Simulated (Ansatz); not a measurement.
NaCdI3 in the cubic perovskite structure (space group Pm-3m, No. 221; a hypothetical phase, not in the database extracts checked)

```cif
data_CdI3Na
_chemical_formula_sum 'Na1 Cd1 I3'
_space_group_name_H-M_alt 'P 1'
_space_group_IT_number 1
_cell_length_a 5.83713
_cell_length_b 5.83713
_cell_length_c 5.83713
_cell_angle_alpha 90.000
_cell_angle_beta 90.000
_cell_angle_gamma 90.000
loop_
_space_group_symop_operation_xyz
  'x, y, z'
loop_
_atom_site_label
_atom_site_type_symbol
_atom_site_fract_x
_atom_site_fract_y
_atom_site_fract_z
_atom_site_occupancy
Na1 Na 0.00000 0.00000 0.00000 1
Cd1 Cd 0.50000 0.50000 0.50000 1
I1 I 0.00000 0.50000 0.50000 1
I2 I 0.50000 0.50000 0.00000 1
I3 I 0.50000 0.00000 0.50000 1
```

All numbers come from plane-wave PAW DFT at the PBEsol level (Ansatz, a first-principles code, 420 eV), no SOC. Γ-centred 8×8×8 mesh, Fermi–Dirac width 0.05 eV.

```json
{
  "volume_per_atom": "39.78 Å³",
  "density": "4.31 g/cm³",
  "band_gap": "zero",
  "total_energy": "-6391.989 eV/atom (σ→0; compares only within this code and set-up)"
}
```

Spin-orbit coupling, missing from the scalar runs, can matter with I. Whether these cells are dynamically stable was not tested. All final runs are without spin polarisation. Many cubic perovskites are stable only at high temperature; tilts and polar distortions were not tested. A zero or small gap of NaCdI3 can be the functional's error rather than a property of the material.
